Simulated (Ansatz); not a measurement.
Given:

```xyz
4
Lattice="3.7685 0.0000 0.0000 0.0000 3.7685 0.0000 0.0000 0.0000 4.6391" Properties=species:S:1:pos:R:3 pbc="T T T"
Sn     1.8843     0.0000     3.4784
Sn     0.0000     1.8843     1.1608
O      1.8843     1.8843     0.0000
O      0.0000     0.0000     0.0000
```

No spin polarisation.

All numbers come from Kohn–Sham DFT with the PBEsol-D3(BJ) functional, run in Ansatz (an electronic-structure program) with PAW and 420 eV plane waves, spin-orbit coupling left out. k-mesh 15×15×13 (Γ-centred); smearing 0.1 eV (Fermi–Dirac).

Task: Predict the band gap, space group and pressure.

Result: Band gap: zero
Space group: P4/nmm (No. 129)
Pressure (mean of the normal stresses, compression positive): -0.5 GPa

The cells carry an imposed strain or load. Stability against distortions was not tested. The final runs are not spin-polarised. The cell was made from SnO (space group P4/nmm, No. 129; layered, stacked along the Cartesian z axis) by this change: uniaxial strain ε_zz = +1.80 %. A zero or small gap of SnO can be the functional's error rather than a property of the material.
